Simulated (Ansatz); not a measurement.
The parent structure is PbF₂ in the fluorite structure (space group Fm-3m, No. 225; a = 6.001 Å).

Computed with Ansatz (a quantum-chemistry and plane-wave program) PBE, spin-orbit coupling left out, earlier PAW set.

Base values:

| Quantity | Result |
|---|---|
| Electron mass | 2.5 mₑ along k, 0.50 mₑ across (at X) |
| Lattice parameter a | 6.001 Å |
| Gap character | indirect, W → X |

It is then changed as follows: hydrostatic tension (pressure −2 GPa).

Predict the new electron mass.

The electron mass changes from 2.5 mₑ along k, 0.50 mₑ across (at X) to 2.2 mₑ along k, 0.51 mₑ across (at X).

How does this affect the lattice parameter a?

The lattice parameter a goes up by 0.065 Å (6.001 Å → 6.066 Å).

What happens to the gap character?

The gap character becomes indirect, L → X (base: indirect, W → X).

With Pb present, leaving out spin-orbit coupling can change the band edges. Load acts through the strain it causes; cell and atoms are relaxed under it. Masses are band curvatures over ±0.01 Å⁻¹ around the edge. Along k means along the line from Γ to the band edge. Stability against distortions was not tested.
